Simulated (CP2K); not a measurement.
# A self-consistent single point of SrMg3 (I4/mmm, 4 atoms in the cell) with CP2K

Computed with LDA (Pade form), GPW, DZVP-MOLOPT-SR-GTH basis, GTH-PADE potentials (GTH_POTENTIALS) (CP2K 2026.2).

This input was run:

```
&GLOBAL
  PROJECT bulk
  RUN_TYPE ENERGY_FORCE
  PRINT_LEVEL MEDIUM
&END GLOBAL
&FORCE_EVAL
  METHOD Quickstep
  STRESS_TENSOR ANALYTICAL
  &DFT
    BASIS_SET_FILE_NAME BASIS_MOLOPT
    POTENTIAL_FILE_NAME GTH_POTENTIALS
    &QS
      METHOD GPW
      EPS_DEFAULT 1E-10
    &END QS
    &MGRID
      CUTOFF 1000
      REL_CUTOFF 60
      NGRIDS 5
    &END MGRID
    &SCF
      SCF_GUESS ATOMIC
      EPS_SCF 1E-6
      MAX_SCF 100
      ADDED_MOS 8
      &DIAGONALIZATION
        ALGORITHM STANDARD
      &END DIAGONALIZATION
      &MIXING
        METHOD BROYDEN_MIXING
        ALPHA 0.3
        NBUFFER 8
        BETA 1
      &END MIXING
      &SMEAR ON
        METHOD GAUSSIAN
        SIGMA [eV] 0.2
      &END SMEAR
    &END SCF
    &KPOINTS
      SCHEME MONKHORST-PACK 7 7 7
    &END KPOINTS
    &XC
      &XC_FUNCTIONAL PADE
      &END XC_FUNCTIONAL
    &END XC
    &PRINT
      &MO
        EIGENVALUES T
        OCCUPATION_NUMBERS T
        NDIGITS 8
        FILENAME mo
        &EACH
          QS_SCF 0
        &END EACH
        ADD_LAST NUMERIC
      &END MO
      &MULLIKEN ON
      &END MULLIKEN
    &END PRINT
  &END DFT
  &SUBSYS
    &CELL
      A 5.42419100 0.00000000 0.00000000
      B -0.42554800 5.40747300 0.00000000
      C -2.49932200 -2.70373600 3.98309600
      PERIODIC XYZ
    &END CELL
    &COORD
      SCALED
      Sr       0.00000000     0.00000000     0.00000000
      Mg       0.50000000     0.50000000     0.00000000
      Mg       0.25000000     0.75000000     0.50000000
      Mg       0.75000000     0.25000000     0.50000000
    &END COORD
    &KIND Sr
      BASIS_SET DZVP-MOLOPT-SR-GTH
      POTENTIAL GTH-PADE-q10
    &END KIND
    &KIND Mg
      BASIS_SET DZVP-MOLOPT-SR-GTH
      POTENTIAL GTH-PADE-q10
    &END KIND
  &END SUBSYS
  &PRINT
    &FORCES ON
    &END FORCES
    &STRESS_TENSOR ON
    &END STRESS_TENSOR
  &END PRINT
&END FORCE_EVAL
```

Output, abridged:

```
 GLOBAL| Method name                                                        CP2K
 GLOBAL| Project name                                                       bulk
 GLOBAL| Run type                                                   ENERGY_FORCE

 CELL| Volume [angstrom^3]:                                           116.828851
 CELL| Vector a [angstrom]:       5.424     0.000     0.000   |a| =     5.424191
 CELL| Vector b [angstrom]:      -0.426     5.407     0.000   |b| =     5.424192
 CELL| Vector c [angstrom]:      -2.499    -2.704     3.983   |c| =     5.424191
 CELL| Angle (b,c), alpha [degree]:                                   117.437003
 CELL| Angle (a,c), beta  [degree]:                                   117.437011
 CELL| Angle (a,b), gamma [degree]:                                    94.499691
 CELL| Numerically orthorhombic:                                              NO
 CELL| Periodicity                                                           XYZ

 DFT| Spin restricted Kohn-Sham (RKS) calculation                            RKS
 DFT| Multiplicity                                                             1
 DFT| Number of spin states                                                    1
 DFT| Charge                                                                   0
 DFT| XC density smoothing                                                  NONE
 DFT| XC derivatives                                                          PW

 QS| Method:                                                                 GPW
 QS| Density plane wave grid type                        NON-SPHERICAL FULLSPACE
 QS| Number of grid levels:                                                    5
 QS| Density cutoff [a.u.]:                                                500.0
 QS| Multi grid cutoff [a.u.]: 1) grid level                               500.0
   [... lines left out ...]
 BRILLOUIN| Wavefunction type                                            COMPLEX
 BRILLOUIN| List of Kpoints [2 Pi/Bohr]                                      172
 BRILLOUIN| Number           Weight            X              Y              Z
 BRILLOUIN|     1           0.00583       -0.42857       -0.42857       -0.42857
 BRILLOUIN|     2           0.00583       -0.42857       -0.42857       -0.28571
 BRILLOUIN|     3           0.00583       -0.42857       -0.42857       -0.14286
   [... 169 lines left out ...]
 *******************************************************************************

 Extrapolation method: initial_guess

 Re-scaling the density matrix to get the right number of electrons
                  # Electrons              Trace(P)               Scaling factor
                           40                40.000                        1.000

 Number of electrons:                                                         40
 Number of occupied orbitals:                                                 20
 Number of molecular orbitals:                                                28

 Number of orbital functions:                                                 41
 Number of independent orbital functions:                                     41
 SCF WAVEFUNCTION OPTIMIZATION

  Step     Update method      Time    Convergence         Total energy    Change
     1 NoMix/Diag. 0.30E+00      -     1.64108509      -220.7058381347 -2.21E+02
     2 Broy./Diag. 0.30E+00      -     0.01656285      -220.4880035717  2.18E-01
     3 Broy./Diag. 0.30E+00      -     0.05361406      -220.2396092915  2.48E-01
     4 Broy./Diag. 0.30E+00      -     0.00158968      -220.1785392518  6.11E-02
     5 Broy./Diag. 0.30E+00      -     0.00188228      -220.2066110683 -2.81E-02
     6 Broy./Diag. 0.30E+00      -     0.00116102      -220.2001677696  6.44E-03
     7 Broy./Diag. 0.30E+00      -     0.00032103      -220.1925686609  7.60E-03
     8 Broy./Diag. 0.30E+00      -     0.00007488      -220.1915582768  1.01E-03
     9 Broy./Diag. 0.30E+00      -     0.00001614      -220.1917482637 -1.90E-04
    10 Broy./Diag. 0.30E+00      -     0.00000474      -220.1917632446 -1.50E-05
    11 Broy./Diag. 0.30E+00      -     0.00000164      -220.1917620540  1.19E-06
    12 Broy./Diag. 0.30E+00      -     0.00000127      -220.1917622389 -1.85E-07
    13 Broy./Diag. 0.30E+00      -     0.00000004      -220.1917612980  9.41E-07
  *** SCF run converged in    13 steps ***

  Electronic density on regular grids:        -39.9999999519        0.0000000481
  Core density on regular grids:               39.9999999988       -0.0000000012
  Total charge density on r-space grids:        0.0000000468
  Total charge density g-space grids:           0.0000000468

  Overlap energy of the core charge distribution:               0.00000000000000
  Self energy of the core charge distribution:               -459.94833124100830
  Core Hamiltonian energy:                                    134.39650852847419
  Hartree energy:                                             134.65675351313735
  Exchange-correlation energy:                                -29.29523528261011
  Smearing free energy correction:                             -0.00145681604137
  Fermi energy:                                                 0.16880347128715

  Total energy:                                              -220.19176129804183
  Total energy (extrapolated to sigma->0):                   -220.19103289002115

                     Mulliken Population Analysis

 #  Atom  Element  Kind  Atomic population                           Net charge
       1     Sr       1          9.942811                              0.057189
       2     Mg       2         10.004681                             -0.004681
       3     Mg       2         10.026254                             -0.026254
       4     Mg       2         10.026254                             -0.026254
 # Total charge                             40.000000                  0.000000

 ENERGY| Total FORCE_EVAL ( QS ) energy [hartree]           -220.191761008917581

 FORCES| Atomic forces [hartree/bohr]
 FORCES|   Atom     x               y               z               |f|
 FORCES|      1 -1.12879666E-14  3.47462317E-15  1.06172292E-09   1.06172292E-09
 FORCES|      2  2.23755659E-14  5.23235715E-16  1.67730666E-09   1.67730666E-09
 FORCES|      3 -5.96198121E-09 -7.03741030E-09  2.95392863E-08   3.09457558E-08
 FORCES|      4  5.96202120E-09  7.03742802E-09 -3.22741530E-08   3.35662336E-08
 FORCES| Sum     5.10688182E-14  2.17195563E-14  4.16293630E-12
 FORCES| Total atomic force                                       4.16330619E-12

 STRESS| Analytical stress tensor [bar]
 STRESS|                        x                   y                   z
 STRESS|      x       -1.62457517670E+04   5.98122442413E+03  -3.00105617739E-02
 STRESS|      y        5.98122442413E+03  -1.53048284769E+04  -1.10741157090E-01
 STRESS|      z       -3.00105617739E-02  -1.10741157090E-01  -2.17746979722E+04
 STRESS| 1/3 Trace                                            -1.77750927387E+04
```

The run converged in 13 iterations.

The starting cell comes from a database of computed structures (which also holds hypothetical and non-ambient phases and stackings), without a prior relaxation at this level. Its lattice was rescaled by a random factor within 2.5 % of one. Values carry the incompleteness of an atom-centred basis.
